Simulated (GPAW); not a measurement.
Band structure of WS₂ (R3m, 3 atoms in the cell).

```
CELL_PARAMETERS angstrom
      1.59244     0.91939     6.48980
     -1.59244     0.91939     6.48980
      0.00000    -1.83879     6.48980
ATOMIC_POSITIONS crystal
  W  0.00067 0.00067 0.00067
  S  0.41411 0.41411 0.41411
  S  0.25392 0.25392 0.25392
```

Method: PBEsol, GPAW PAW datasets PBEsol (made by gpaw-setup) (plane waves; GPAW).

Settings: mode = pw; ecut = 550 eV; xc = PBEsol; kpts = 8 8 8; mesh shift (steps) = 0 0 0; occupations.name = fermi-dirac; occupations.width = 0 eV; nbands = -4; convergence.forces = 0.001 eV/Å; convergence.bands = -2; symmetry.symmorphic = false; symmetry.tolerance = 0.0005; maxiter = 150; bandpath_npoints = 40.

The starting cell comes from a database of computed structures (which also holds hypothetical and non-ambient phases and stackings), without a prior relaxation at this level. Spin-orbit coupling is off.

Predict the gap along the standard path and the places of the band edges.

The gap along the path is 1.21 eV, from Z to a point between Γ and X; the smallest direct gap on it is 1.79 eV. Another conduction valley lies within 0.1 eV, so the order of the valleys is not sure.

Levels in eV from the top of the valence band on the SCF mesh, bands 10 to 17:
```
point     10     11     12     13    14    15    16    17
-----  -----  -----  -----  -----  ----  ----  ----  ----
Γ      -2.19  -2.19  -1.71  -0.96  2.31  2.31  2.58  2.58
L      -3.99  -2.43  -1.78  -1.54  2.29  2.66  3.61  4.08
B1     -4.44  -3.83  -2.84  -0.58  1.26  2.75  3.56  4.89
B      -4.44  -3.83  -2.84  -0.58  1.26  2.75  3.56  4.89
Z      -3.37  -2.18  -2.18   0.00  2.36  2.36  2.51  2.51
X      -4.45  -3.80  -2.86  -0.56  1.23  2.74  3.54  4.92
Q      -4.45  -3.80  -2.86  -0.56  1.23  2.74  3.54  4.92
F      -3.95  -2.83  -1.87  -1.42  2.26  2.76  3.27  4.35
P1     -3.96  -2.75  -1.85  -1.44  2.26  2.77  3.33  4.28
P      -3.96  -2.75  -1.85  -1.44  2.26  2.77  3.33  4.28
```
